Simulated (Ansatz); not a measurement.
**CdO: pressure series**

Base system: CdO in the rock salt structure (space group Fm-3m, No. 225; a = 4.768 Å).

Cell and atoms are relaxed at each pressure.

Calculations: PBE/PAW in Ansatz (a quantum-chemistry and plane-wave program), no spin-orbit coupling, earlier PAW set.

Notes on the quantities. enthalpy: H = E + PV relative to the base's energy.

```
change                density       enthalpy
----------------  -----------  -------------
base               7.87 g/cm³              –
pressure −2 GPa           ___  -0.17 eV/atom
pressure −1 GPa    7.80 g/cm³  -0.08 eV/atom
pressure 3 GPa     8.05 g/cm³  +0.25 eV/atom
pressure 7 GPa     8.27 g/cm³  +0.58 eV/atom
pressure 15 GPa    8.65 g/cm³  +1.21 eV/atom
pressure 30 GPa    9.25 g/cm³  +2.32 eV/atom
pressure 50 GPa    9.90 g/cm³  +3.71 eV/atom
pressure 100 GPa  11.13 g/cm³  +6.87 eV/atom
```

Problem. Complete the table.

Solution. 
- pressure −2 GPa, density: 7.74 g/cm³

The mesh was chosen for an insulator and is coarse for the gapless case. Load acts through the strain it causes; cell and atoms are relaxed under it. Whether these cells are dynamically stable was not tested. Competing high-pressure phases were not computed. All final runs are without spin polarisation.
